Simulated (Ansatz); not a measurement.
Structures of equal composition on the (0001) surface of hcp Ru: a layer of Fe in place of the second plane; a layer of Fe in place of the third plane. The slabs share one bottom face, and each structure is named by its start. These are constructed structures in small cells; real faces may alloy, dewet or reconstruct in larger ones, and not all known structures of the face are among them. Slabs of about 11 Å, Fermi-Dirac smearing of 0.1 eV. Bottom of the slabs: a bare face, its two planes held. Relaxed from the named starts with such symmetry as they have, on meshes of like density; energies extrapolated to zero smearing; spin only where a row says so; no spin-orbit coupling, no U. Brackets mark spin-polarised runs, whose order is one that fits the cell.

The numbers are results of PBE (plane waves to 420 eV, PAW; Ansatz, a quantum-chemistry and plane-wave program), not measurements.

Task: Put the candidates in order of energy per 1x1 cell, lowest first, for PBE.

Result: a layer of Fe in place of the second plane (0.000 eV [spin, 1.3 μB a cell]), a layer of Fe in place of the third plane (0.046 eV [spin, 1.6 μB a cell])
